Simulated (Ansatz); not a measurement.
# Ga2O3 in the corundum structure (space group R-3c, No. 167)

```
CELL_PARAMETERS angstrom
      2.47497     1.42892     4.43525
     -2.47497     1.42892     4.43525
      0.00000    -2.85785     4.43525
ATOMIC_POSITIONS crystal
  Ga 0.64424 0.64424 0.64424
  Ga 0.14424 0.14424 0.14424
  Ga 0.35576 0.35576 0.35576
  Ga 0.85576 0.85576 0.85576
  O  0.75000 0.44721 0.05279
  O  0.05279 0.75000 0.44721
  O  0.25000 0.55279 0.94721
  O  0.55279 0.94721 0.25000
  O  0.94721 0.25000 0.55279
  O  0.44721 0.05279 0.75000
```

Calculations: Ansatz (an electronic-structure program) LDA, no spin-orbit coupling. Settings: 8×8×8 k-points, 0.05 eV Fermi–Dirac smearing.

| Quantity | Result |
|---|---|
| Volume per atom | 9.41 Å³ |
| Density | 6.61 g/cm³ |
| Band gap | 3.04 eV, indirect, Γ–S₀ (50 % along) → Γ |
| Electron mass | 0.24 mₑ |
| Lowest conduction-band minima above the VBM | Γ 3.04 eV |
| Total energy | -1816.390 eV/atom (σ→0; compares only within this code and set-up) |

Masses are band curvatures over ±0.01 Å⁻¹ around the edge. Stability against distortions was not tested.
